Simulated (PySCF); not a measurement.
PySCF 2.14.0, R2SCAN/def2-svp, df: Te(Cl)4 (Cl[Te](Cl)(Cl)Cl), 5 atoms. The geometry is a generated start, not checked to be a minimum at this level.

```json
{
 "task": "energy",
 "method": "r2scan",
 "basis": "def2-svp",
 "two_electron_scheme": "density fitting",
 "mol.max_memory": "3000 MB",
 "mf.max_cycle": "100",
 "mf.conv_tol": "1e-09 (default)",
 "mf.grids.level": "3 (default)",
 "effective_core_potentials": "those of the basis set, past Kr",
 "basis_functions": "98",
 "grid_points": "97480"
}
```

```xyz
5

Te    -0.0216     0.0011     0.6833
Cl     1.1910    -1.4766    -0.6217
Cl     1.8827     1.5088     0.3901
Cl    -1.1457     1.4686    -0.7094
Cl    -1.9064    -1.5018     0.2577
```

With the defaults (mf.DIIS = CDIIS, mf.diis = true, mf.init_guess = minao, mf.diis_space = 8, mf.level_shift = 0) it converges in 14 Fock builds. One run each on 2 threads, 1 BLAS thread, with these changes:
- mf.level_shift = 0.1 Hartree
- mf.init_guess = mod_huckel
- mf.diis_space = 12
- mf.diis = false
- mf.diis_space = 20
- mf.DIIS = EDIIS
- mf.init_guess = 1e
- mf.level_shift = 0.3 Hartree
- mf.init_guess = huckel

Q: Which of these changes keep the SCF from converging, or lead it to another solution?

A: No convergence: mf.DIIS = EDIIS; mf.diis = false (the run ends without SCF convergence in 100 cycles). The rest reach the solution of the defaults.

```
setting                       Fock builds             end
----------------------------  -----------  --------------
mf.level_shift = 0.1 Hartree           13   same solution
the defaults                           14   same solution
mf.diis_space = 20                     14   same solution
mf.diis_space = 12                     14   same solution
mf.init_guess = huckel                 16   same solution
mf.init_guess = mod_huckel             16   same solution
mf.init_guess = 1e                     18   same solution
mf.level_shift = 0.3 Hartree           21   same solution
mf.DIIS = EDIIS                       101  no convergence
mf.diis = false                       101  no convergence
```
